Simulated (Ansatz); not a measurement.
```
CELL_PARAMETERS angstrom
      3.05640     0.00000     0.00000
     -1.52820     2.64692     0.00000
      0.00000     0.00000     5.01584
ATOMIC_POSITIONS crystal
  Si 0.66667 0.33333 0.00051
  Si 0.33333 0.66667 0.50051
  C  0.66667 0.33333 0.62469
  C  0.33333 0.66667 0.12469
```

Relaxed-ion tensors in this frame from LDA in Ansatz (a quantum-chemistry and plane-wave program). Proper piezoelectric stress tensor e (C/m²):

```
 0.00   0.00   0.00   0.00   0.09   0.00
 0.00   0.00   0.00   0.09   0.00   0.00
 0.23   0.23  -0.51   0.00   0.00   0.00
```

Stiffness C (GPa):

```
 522   115  59.4   0.0   0.0   0.0
 115   522  59.4   0.0   0.0   0.0
59.4  59.4   564   0.0   0.0   0.0
 0.0   0.0   0.0   155   0.0   0.0
 0.0   0.0   0.0   0.0   155   0.0
 0.0   0.0   0.0   0.0   0.0   203
```

Another polymorph of this substance is known too; which is more stable was not tested here.

Obtain the piezoelectric strain tensor d.

d = e S with S = C⁻¹, in pC/N:

```
 0.0   0.0   0.0   0.0   0.6   0.0
 0.0   0.0   0.0   0.6   0.0   0.0
 0.5   0.5  -1.0   0.0   0.0   0.0
```
